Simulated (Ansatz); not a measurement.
Consider Hf-vacancy pair (Hf on one host Ru site, one Ru site vacant) in hcp Ru, neutral cell. The step: direct exchange of Hf with the vacancy (Hf-vacancy distance between ideal sites 2.66 Å throughout); the atom moves 2.24 Å along (-0.58, -0.29, 0.42) of the unit cell; the moving atom starts with neighbours 2 Ru at 2.67, 2 Ru at 2.70, 2 Ru at 2.76, Ru at 2.81, 2 Ru at 2.83, 2 Ru at 2.85 Å and ends with 2 Ru at 2.67, 2 Ru at 2.70, 2 Ru at 2.76, Ru at 2.81, 2 Ru at 2.83, 2 Ru at 2.85 Å. DFT values are from Ansatz (plane-wave PAW, 420 eV unless said) in a cell of 36 host sites, spin-restricted, static, with no finite-size correction. Forms of the defect that were not tried may lie lower. For the PBE band: the saddle point's order was not checked, and it lies on a symmetry element of the cell, where a band can be held.

| Level | Forward barrier (eV) | Cost of the band or of the saddle's single point |
|---|---|---|
| CHGNet universal potential (has no charge state), its own band | 0.13 | - |
| PBE, a 2×2×2 k-point mesh shifted by half a step along c, band relaxed | 0.70 | roughly 26 core-minutes |
| PBE, a 4×4×4 k-point mesh shifted by half a step along c, same geometries | 0.56 | very roughly 10 core-minutes |
| r2SCAN at 500 eV, a 2×2×2 k-point mesh shifted by half a step along c, same geometries | 0.73 | very roughly 5 core-minutes |

Ansatz is a first-principles code.
